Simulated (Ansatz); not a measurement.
We consider MgZn2 (P6₃/mmc, No. 194), described by rVV10 in Ansatz (plane waves, PAW).

Numerical settings: plane-wave cutoff 520 eV, 12×12×8 k mesh (along the axes of the cell as run), Fermi–Dirac smearing 0.05 eV, scalar-relativistic PAW data made under PBE.

Response to compression and expansion:

Shape and atoms are relaxed at each volume.

```
V (Å³/atom)  P (GPa)  c (Å)  a (Å)
-----------  -------  -----  -----
16.195          2.73  8.405  5.167
16.533          1.29  8.458  5.204
16.870          0.00  8.512  5.240
17.208         -1.14  8.566  5.276
17.545         -2.15  8.620  5.311
```

Note: the bulk modulus comes from volumes at which shape and atoms were relaxed.

Ansatz is a program for electronic structure.
